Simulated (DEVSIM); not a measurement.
Structure: abrupt Si p-n junction, at 300 K.

Layer 1 from the left is Si, thickness (μm) 48.0, Na (cm⁻³) 3.4e18, τn (s) 3.8e-7, τp (s) 3.8e-7. Layer 2 from the left is Si, thickness (μm) 23.0, Nd (cm⁻³) 4.2e18, τn (s) 3.8e-7, τp (s) 3.8e-7.

Left contact: ohmic. Right contact: ohmic. Voltage is applied to the left contact. Recombination: SRH at mid-gap, radiative. Mobility is μmin + (μ − μmin)/(1 + (N/Nref)^α).

This is a model device: material constants are rounded textbook-type values typed into the input, and sizes, dopings and lifetimes were drawn at random. Values at 300 K.

Si: gap (eV) 1.124, affinity (eV) 4.05, permittivity 11.7, Nc (cm⁻³) 2.86e19, Nv (cm⁻³) 3.1e19, μn (cm²/Vs) 1417, μp (cm²/Vs) 470, μn,min 52, μp,min 45, Nref,n 9.7e16, Nref,p 2.2e17, αn 0.68, αp 0.72, B (cm³/s) 4.7e-15.

Model (solved in DEVSIM): 1D drift-diffusion, Boltzmann statistics, complete ionisation; no tunnelling, impact ionisation, image-force lowering or self-heating.

### Question
What does the simulation give for the largest field in the device at zero bias, the potential step across the device at zero bias, the dark forward voltage at 100 A/cm², the dark forward voltage at 1 A/cm²?

### Answer
largest field in the device at zero bias 750000 V/cm; potential step across the device at zero bias 1.017 V; dark forward voltage at 100 A/cm² 0.936 V; dark forward voltage at 1 A/cm² 0.805 V.
